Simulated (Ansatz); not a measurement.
Take LiF in the rock salt structure (space group Fm-3m, No. 225; a = 4.068 Å) as the base.

Now apply this change: cell and atoms relaxed at a pressure of 1.5 GPa.

Computed with PBE in Ansatz (plane waves to 420 eV, PAW, scalar-relativistic without spin-orbit coupling).

Base, band edges from the VBM (valence, conduction): X -0.95, 14.54; W -0.77, 14.83; L -0.22, 10.64; Γ 0.00, 8.83; K -0.70, 14.30; U -0.70, 14.30 eV.

### Question
Give the band edges at the high-symmetry points of the new zone, measured from its valence-band maximum.

### Answer
```json
[
 {"point": "Γ", "valence edge (eV)": "0.00", "conduction edge (eV)": "9.01"},
 {"point": "X", "valence edge (eV)": "-0.98", "conduction edge (eV)": "14.74"},
 {"point": "U", "valence edge (eV)": "-0.72", "conduction edge (eV)": "14.44"},
 {"point": "K", "valence edge (eV)": "-0.72", "conduction edge (eV)": "14.44"},
 {"point": "L", "valence edge (eV)": "-0.22", "conduction edge (eV)": "10.75"},
 {"point": "W", "valence edge (eV)": "-0.79", "conduction edge (eV)": "15.00"}
]
```

The gap is 9.01 eV, direct at Γ.

Load acts through the strain it causes; cell and atoms are relaxed under it. Whether these cells are dynamically stable was not tested.

Ansatz is an electronic-structure program.
